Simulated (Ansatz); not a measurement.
# A short convergence ladder for KRuF6 (R3m, 8 atoms in the cell)

```
CELL_PARAMETERS angstrom
      3.76183     2.17189     2.44616
     -3.76183     2.17189     2.44616
      0.00000    -4.34378     2.44616
ATOMIC_POSITIONS crystal
  K  0.50681 0.50681 0.50681
  Ru 0.00000 0.00000 0.00000
  F  0.26829 0.26829 0.91908
  F  0.73171 0.73171 0.08092
  F  0.91908 0.26829 0.26829
  F  0.08092 0.73171 0.73171
  F  0.26829 0.91908 0.26829
  F  0.73171 0.08092 0.73171
```
Moments meant for the start (each program seeds them in its own way; μB, in the order of the atoms K Ru F F F F F F): 0.0 2.0 0.0 0.0 0.0 0.0 0.0 0.0.

Base method: PBEsol, default PAW files made with PBE (plane waves; Ansatz, a first-principles code).

Base settings: basis.ecutwfc = 420 eV; kpoints.mp_grid.grid = 5 5 5; hamiltonian.xc = pbesol; hamiltonian.pseudopotentials = {kind: paw} (the program's default PAW files); magnetization.spin_polarized = true; scf.occupations.method = fermi_dirac; scf.occupations.width = 0.01 eV.

**The width of Fermi-Dirac smearing**

The mesh stays at the base's, so the ladder's end is converged at best in this setting alone.

Only quantities that move along the ladder and can be compared are tabulated.

The magnetic state is not the same in all runs (site moments differ, or a search went on to a lower state), so steps between rows are not convergence errors alone.

| scf.occupations.width | free energy less the last step's (meV/atom) | pressure (GPa) | largest difference of a force vector from the last step's (eV/Å) | net moment (μB/atom) |
|---|---|---|---|---|
| 1 eV | -485.16 | 3.15 | 0.941 | 0.000 |
| 0.5 eV | -126.54 | -1.15 | 0.096 | 0.000 |
| 0.2 eV | -4.79 | -1.51 | 0.009 | 0.348 |
| 0.1 eV | -0.07 | -1.52 | 0.000 | 0.374 |
| 0.02 eV | 0.00 | -1.52 | 0.000 | 0.375 |

Widest scf.occupations.width that holds the free energy within 1 meV/atom of the last step, with all finer ones: 0.1 eV; the step before is off by 4.8 meV/atom.

Widest scf.occupations.width that holds the forces within 0.01 eV/Å of the last step, with all finer ones: 0.2 eV; the step before is off by 0.096 eV/Å.

Widest scf.occupations.width that holds the net moment within 0.02 μB/atom of the last step, with all finer ones: 0.1 eV; the step before is off by 0.027 μB/atom.

On the base run: the starting cell comes from a database of computed structures (which also holds hypothetical and non-ambient phases and stackings), without a prior relaxation at this level. Its lattice was rescaled by up to half a per cent. One atom was moved a little off its site on purpose. With one magnetic atom in the cell only a parallel order is possible. Ansatz's pressure includes its estimate of the finite-basis (Pulay) stress.

Keys are those of Ansatz 0.2.
